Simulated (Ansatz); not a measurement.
Functionals compared on the (112) surface of germanium (in the relaxation like top atoms buckled by 0.4 Å), 1 pair of surface atoms bonded, H on every dangling bond (bottom of the slab: built like the top, H on every dangling bond, free), in Ansatz (plane waves, PAW). The structure was relaxed with PBE; the other rows are single points on it. Cutoff 420 eV (500 eV for r2SCAN).

Model: 52-atom slab, 13.5 Å thick at the start with caps and adatoms (thin: gaps and levels are the slab's own), 4x3x1 mesh, Fermi-Dirac 0.025 eV, dipole correction, 8 atoms held, the rest relaxed; held to the start's symmetry, so lower structures may exist; no spin, no spin-orbit, no U. These notes are the PBE run's.

| functional | gap of the slab on its k-mesh (eV) | highest filled level below the top vacuum level (eV) | rough cost of the single point |
|---|---|---|---|
| PBE | 0.77 | 4.64 | – |
| r2SCAN | 1.02 | 4.77 | roughly 29 core-minutes |

Ansatz is an electronic-structure program.
